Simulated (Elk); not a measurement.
Worked example: self-consistent single point of Sr₂SO (P4/mmm, 4 atoms in the cell) in Elk.

Level of theory: Elk with LDA (PW92), spin-orbit coupling in second variation, all-electron FP-LAPW, Elk's shipped species files, APW+lo basis with extra local orbitals.

```xyz
4
Lattice="3.9466 0.0000 0.0000 0.0000 3.9466 0.0000 0.0000 0.0000 5.5813" Properties=species:S:1:pos:R:3 pbc="T T T"
Sr     0.0000     0.0000     0.0000
Sr     1.9733     1.9733     2.7907
S      0.0000     0.0000     2.7907
O      1.9733     1.9733     0.0000
```

Reference input (self-consistent single point, DFT, PBEsol, all-electron FP-LAPW, Elk's shipped species files, APW+lo basis with extra local orbitals): xctype = 22; rgkmax = 8; stype = 0; swidth = 0.00183747 Ha; ngridk = 4 4 3; gmaxvr = 16 1/bohr; nxlo = 2; lorbcnd = true; lmaxi = 2; maxscl = 100. This run's input differs from it in these lines:

```diff
@@ -3,4 +3,4 @@
 
-xctype
-  22
+spinorb
+  .true.
 
@@ -20,2 +20,5 @@
   2
+
+nempty
+  10
```

The program printed (abridged):

```
│ Self-consistent loop started │
│ Loop number : 1 │
 total energy                :     -6837.40864472
 total moment                :  -0.1032690541E-22 -0.1128353540E-22  0.2080076604E-27
│ Loop number : 2 │
 total energy                :     -6837.29106306
 total moment                :   0.1099824537E-22 -0.1659681212E-22 -0.4378890741E-25
RMS change in Kohn-Sham potential (target) :   0.1868712950     (  0.1000000000E-05)
Absolute change in total energy (target)   :   0.1175816620     (  0.1000000000E-03)
│ Loop number : 3 │
 total energy                :     -6835.64672015
   [... lines left out ...]
 total energy                :     -6825.45095642
 total moment                :   0.1156258372E-22 -0.1216017099E-22  0.1133337489E-23
RMS change in Kohn-Sham potential (target) :   0.7825357903E-06 (  0.1000000000E-05)
Absolute change in total energy (target)   :   0.3193737557E-03 (  0.1000000000E-03)
│ Loop number : 16 │
 total energy                :     -6825.45092785
 total moment                :   0.4502155673E-22  0.4340348065E-23  0.1395548351E-22
RMS change in Kohn-Sham potential (target) :   0.1819301785E-06 (  0.1000000000E-05)
Absolute change in total energy (target)   :   0.5127290933E-04 (  0.1000000000E-03)
Convergence targets achieved

│ Loop number : 17 │

Energies :
 Fermi                       :     0.172812657804
 xc effective B-field        :    -0.168152393719E-09
 external B-field            :     -0.00000000000
 total energy                :     -6825.45093864
 (external B-field energy excluded from total)

Density of states at Fermi energy :   0.4678070731E-06
 (states/Hartree/unit cell)

Estimated indirect band gap :   0.7411917696E-01
 from k-point      1 to k-point      1
Estimated direct band gap   :   0.7411917696E-01
 at k-point      1

Charges :
 core                        :    68.00000000
 valence                     :    32.00000000
 interstitial                :    5.719401288
 muffin-tins (core leakage)
  species :    1 (Sr)
   atom    1                 :    36.00694214     (  0.2897983546E-04)
   [... lines left out ...]
  species :    2 (S)
   atom    1                 :   0.7670030083E-23 -0.7719532446E-23   0.000000000
  species :    3 (O)
   atom    1                 :  -0.1623083628E-23  0.1375573545E-24   0.000000000
 total in muffin-tins        :  -0.1090130392E-22 -0.8242550421E-23   0.000000000
 total moment                :  -0.2122086558E-22 -0.8108724106E-23 -0.3738526570E-23

│ Self-consistent loop stopped │
```

The run converged in 17 iterations. The count includes the last loop, which Elk runs after its targets are met. Against the reference run the gap on the mesh goes from 2.052 to 2.017 eV.

The starting cell comes from a database of computed structures (which also holds hypothetical and non-ambient phases and stackings), without a prior relaxation at this level. Its lattice was rescaled by a random factor within 2.5 % of one. Values depend on the basis (sphere radii, cutoffs, local orbitals), which need not be converged.
